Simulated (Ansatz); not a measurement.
The reference is ZnO in the wurtzite structure (space group P6_3mc, No. 186; a = 3.280 Å, c = 5.294 Å).

Calculations: Kohn–Sham DFT with the PBE functional, run in Ansatz (a first-principles code) with PAW and 420 eV plane waves, no SOC, earlier PAW set.

For the base:

| Quantity | Value |
|---|---|
| Valence-band top at Γ | 0.00, 0.00, -0.08 eV |
| Electron mass | 0.14 mₑ (at Γ) |

Now apply this change: a hydrostatic pressure of 10 GPa.

**Question.** What happens to the valence-band top at Γ and electron mass?

**Answer.** The valence-band top at Γ (three highest levels, from the VBM) goes from 0.00, 0.00, -0.08 eV to 0.00, 0.00, -0.10 eV; the electron mass changes from 0.14 mₑ (at Γ) to 0.15 mₑ (at Γ).

The levels and masses belong to the bands next to the band gap. Load acts through the strain it causes; cell and atoms are relaxed under it. Masses are band curvatures over ±0.01 Å⁻¹ around the edge. No phonon test of stability was made. Measured, ZnO leaves this structure (for rock salt) near 9.1 GPa (temperature not stated; as listed in Datta, Sujoy, Jana, Debnarayan, arXiv (2020)), on rising pressure, with hysteresis.
